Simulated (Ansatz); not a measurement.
An Ansatz (a program for electronic structure) input (plane-wave PAW DFT at the PBE level (Ansatz, 420 eV), without spin-orbit coupling):

Ansatz 0.2 input:
```yaml
crystal:
  lattice:
    - [0, 3.1901107677, 3.1901107677]
    - [3.1901107677, 0, 3.1901107677]
    - [3.1901107677, 3.1901107677, 0]
  atoms:
    - { symbol: Te, position: [0.25, 0.25, 0.25] }
    - { symbol: Hg, position: [0, 0, 0] }
basis: { ecutwfc: 420, ecutrho_ratio: 4, xc_grid: 2, fft_grid_basis: typed }
kpoints: { mp_grid: { grid: [9, 9, 9] } }
hamiltonian:
  xc: pbe
  dispersion: none
  pseudopotentials: { kind: paw }
scf: { occupations: { method: fermi_dirac, width: 0.05 }, convergence: { dr2_threshold: 0.0000000002 } }
relax: { f_tol: 0.005, max_steps: 50 }
output: { forces: true, stress: true }
checkpoint: { write: state.ck, write_every: 1000 }
```

Task: Which symmetry and how many k-points will the program report, and about how many plane waves at Γ?

Result: Space group F-43m (ITA 216) with 24 operations, k-points 35 of 729, and 1243 plane waves at Γ.

Task: And the final pressure?

Result: 5.89 GPa (compression positive).

A case with no gap was solved on a k-mesh chosen for an insulator, which is coarse for it. The cells carry an imposed strain or load. Whether these cells are dynamically stable was not tested. The final runs are not spin-polarised. The cell was made from HgTe in the zinc blende structure (space group F-43m, No. 216) by this change: isotropic strain −4.07 %.
